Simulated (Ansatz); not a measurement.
# zinc-blende InP (1 1 1) on germanium (1 1 1) (film strained to the substrate, started from cuts of the bulks and a machine-learned relaxation; slabs Ge8 and In4P4, which can lie off the formulas)

A periodic stack without vacuum, zinc-blende InP (1 1 1) on germanium (1 1 1) (film strained to the substrate, started from cuts of the bulks and a machine-learned relaxation; slabs Ge8 and In4P4, which can lie off the formulas): substrate slab Ge8, film In4P4, surface cells [[1, -1], [0, 1]] and [[0, 1], [-1, 0]], film strained by -3.4 and -3.4 %, outermost planes Ge/Ge and In/P as cut, which need not be the usual terminations and can put a slab off its formula.

The start was prepared with a machine-learned potential, and the result is one local minimum, with the in-plane cell held and forces under 0.04 eV/Å; the film can end far from its bulk form.

Method: PBE (plane waves to 420 eV, PAW; Ansatz, an electronic-structure program). Spin–orbit coupling is left out; PBE gaps are too small against experiment. Its k-point mesh 7×7×1, Fermi–Dirac width 0.05 eV.

```
Quantity                                                                                                          Result
--------------------------------------------------------------------------------  --------------------------------------
interface area                                                                                                   14.4 Å²
period                                                                                                           27.36 Å
heights between the nearest atoms of the two slabs at the two interfaces                                 2.68 and 2.37 Å
Ge–P contacts across the interfaces within 1.22 times the sum of covalent radii                           1, mean 2.37 Å
Ge–In contacts across the interfaces within 1.22 times the sum of covalent radii                          1, mean 2.68 Å
two interfaces                                                                    unlike, so that offsets are their mean
spin-polarised check at this geometry                                                            falls back to no moment
slope of the mean potential energy in the substrate                                                       +6.8 MV/cm × e
```

```
CELL_PARAMETERS angstrom
      4.07149    -0.00232     0.10883
     -2.03644     3.52731     0.04324
      1.24780     0.45951    27.43127
ATOMIC_POSITIONS crystal
  Ge 0.92373 0.99682 0.07417
  Ge 0.60993 0.34029 0.04463
  Ge 0.17632 0.62284 0.19561
  Ge 0.86291 0.96653 0.16538
  Ge 0.42832 0.24893 0.31731
  Ge 0.11530 0.59279 0.28675
  Ge 0.67982 0.87492 0.43961
  Ge 0.36733 0.21893 0.40843
  In 0.61458 0.84341 0.53760
  In 0.86050 0.46694 0.66634
  In 0.10917 0.09184 0.79452
  In 0.35900 0.71290 0.92279
  P  0.92416 0.49776 0.57333
  P  0.17066 0.12144 0.70160
  P  0.41943 0.74602 0.82988
  P  0.66914 0.36737 0.95794
```
